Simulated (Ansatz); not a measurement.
## BeTe in the zinc blende structure (space group F-43m, No. 216)

```cif
data_Be4Te4
_chemical_formula_sum 'Be4 Te4'
_space_group_name_H-M_alt 'F-43m'
_space_group_IT_number 216
_space_group_name_Hall 'F -4 2 3'
_cell_length_a 5.66351
_cell_length_b 5.66351
_cell_length_c 5.66351
_cell_angle_alpha 90.000
_cell_angle_beta 90.000
_cell_angle_gamma 90.000
loop_
_atom_site_label
_atom_site_type_symbol
_atom_site_symmetry_multiplicity
_atom_site_Wyckoff_symbol
_atom_site_fract_x
_atom_site_fract_y
_atom_site_fract_z
_atom_site_occupancy
Be1 Be 4 a 0.00000 0.00000 0.00000 1
Te1 Te 4 d 0.75000 0.75000 0.75000 1
```
(The calculation used a cell of 2 atoms; values per cell refer to that cell.)

Calculations: Ansatz (a quantum-chemistry and plane-wave program) PBE, without spin-orbit coupling. k-mesh 10×10×10 (Γ-centred); smearing 0.05 eV (Fermi–Dirac).

| Item | Value |
|---|---|
| Volume per atom | 22.71 Å³ |
| Density | 5.00 g/cm³ |
| Band gap | 2.03 eV, indirect, Γ → X |
| Electron mass | 1.9 mₑ along k, 0.26 mₑ across |
| Hole mass (degenerate bands, along [100]) | 0.20, 0.35, 0.35 mₑ |
| Lowest conduction-band minima above the VBM | X along ⟨100⟩ 2.03 eV; L along ⟨111⟩ 3.04 eV |
| Total energy | -3536.723 eV/atom (σ→0; compares only within this code and set-up) |

Spin-orbit coupling, missing from the scalar runs, can matter with Te. Masses are band curvatures over ±0.01 Å⁻¹ around the edge. Along k means along the line from Γ to the band edge. No phonon test of stability was made.
